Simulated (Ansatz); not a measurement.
A 16-atom cell of (Au,Pt) started in the face-centred cubic structure, site fractions Au 0.750, Pt 0.250, short-range order -0.06 among the nearest mixed sites of the first mixed sublattice (0 is random, a negative value favours unlike neighbours), space group P1 at the end. The mixed sublattice has 16 sites.

The mixing enthalpy is taken against the end members in the face-centred cubic type, relaxed in the same cell and mesh.

Computed with PBE (plane waves to 420 eV, PAW; Ansatz, a first-principles code). Spin–orbit coupling is left out. Its k-point mesh 6×6×6, Fermi–Dirac width 0.05 eV.

| cell | energy at zero smearing (eV) |
|---|---|
| Au | -210389.233 |
| Pt | -200368.181 |
| Au3Pt | -207883.545 |

Q: Work out the mixing enthalpy per mixed site and the interaction parameter Ω of a regular solution.

A: With x = 4/16 of the second end member, ΔH = [-207883.545 − 12/16 × (-210389.233) − 4/16 × (-200368.181)] / 16 = 26.6 meV against the separate end members. Ω = ΔH / x(1 − x) = 142 meV, which puts the top of the miscibility gap of this model at Ω / 2k = 820 K.
